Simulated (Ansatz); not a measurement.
Consider InSb in the zinc blende structure (space group F-43m, No. 216; a = 6.520 Å). Axes: x, y, z lie along the cube axes.

Method: PBEsol, PAW, 420 eV (Ansatz, a quantum-chemistry and plane-wave program; scalar-relativistic without spin-orbit coupling), earlier PAW set.

Before the change:

The band gap comes out as zero.

Perturbation: a free-standing slab of 3 layers (6 atoms, 2 a layer) is cut normal to [110], with 15 Å of vacuum and the in-plane cell held at bulk.

What does the calculation give for the band gap after the change?

The band gap changes from zero to 0.13 eV.

Predict the new excess energy per area of both faces.

The excess energy per area of both faces (slab less bulk energy over the cell's area: twice a surface energy) is 0.93 J/m² (uncertain by up to 0.03 J/m²).

What does the calculation give for the valence-band top at Γ after the change?

The valence-band top at Γ (three highest levels, from the VBM) is 0.00, -0.77, -0.80 eV.

Estimate the effect on the gap character.

The gap character is indirect, Γ → X.

Slab and bulk use different k-meshes, which limits the precision of the excess energy. Spin-orbit coupling, missing from the scalar runs, can matter with Sb. Whether these cells are dynamically stable was not tested. The final runs are not spin-polarised. A zero or small gap of InSb can be the functional's error rather than a property of the material. Labels are those of the standard path for the cell's own space group.
